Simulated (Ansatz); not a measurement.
Hypothetical Fm-3m MoTe2, pressure series

The parent structure is MoTe2 (space group Fm-3m, No. 225; a = 6.561 Å; a hypothetical phase, not in the database extracts checked).

Cell and atoms are relaxed at each pressure.

Computed with PBEsol/PAW in Ansatz (a quantum-chemistry and plane-wave program), no spin-orbit coupling.

Notes on the quantities. enthalpy: H = E + PV relative to the base's energy.

```
change                 enthalpy      density
----------------  -------------  -----------
base                          –   8.26 g/cm³
pressure −2 GPa   -0.30 eV/atom   8.09 g/cm³
pressure −1 GPa   -0.15 eV/atom   8.18 g/cm³
pressure 1.8 GPa  +0.26 eV/atom   8.40 g/cm³
pressure 4.2 GPa  +0.60 eV/atom   8.58 g/cm³
pressure 9 GPa    +1.27 eV/atom   8.91 g/cm³
pressure 18 GPa   +2.46 eV/atom   9.42 g/cm³
pressure 30 GPa   +3.96 eV/atom   9.98 g/cm³
pressure 45 GPa   +5.73 eV/atom  10.58 g/cm³
pressure 60 GPa   +7.41 eV/atom  11.10 g/cm³
```

Load acts through the strain it causes; cell and atoms are relaxed under it. Whether these cells are dynamically stable was not tested. No other phases were tried under pressure. All final runs are without spin polarisation. MoTe2 has a high density of states at the Fermi level and may be magnetic at this level.
